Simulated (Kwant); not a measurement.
System: wire with an abrupt hard-wall neck in a Si two-dimensional gas. Effective mass 0.19 mₑ, grid spacing 3.3 nm, hard walls, nominal width 85 nm (25 grid rows, so walls 85.8 nm apart), one parabolic valley, scattering region 300 nm long along x; energies count from the band bottom; Fermi energy swept from 9.8955e-05 to 0.006331 eV. Central neck 36 nm wide and 120 nm long.

Constants are typed, rounded textbook-type inputs, not results; the design itself was drawn at random and stands for no fabricated device.

Model: effective-mass tight-binding model on a square grid, one spin, coherent transport at 0 K (Kwant). Conductance is in e²/h.

Question: How many channels do the leads carry at E = 2.18, 5.34, 5.79 meV?

Answer: The hard-wall thresholds are n² ħ²π²/(2mW²) = n² × 0.269 meV with W = 85.8 nm. √(2.18/0.269) = 2.85, so 2. √(5.34/0.269) = 4.46, so 4. √(5.79/0.269) = 4.64, so 4.
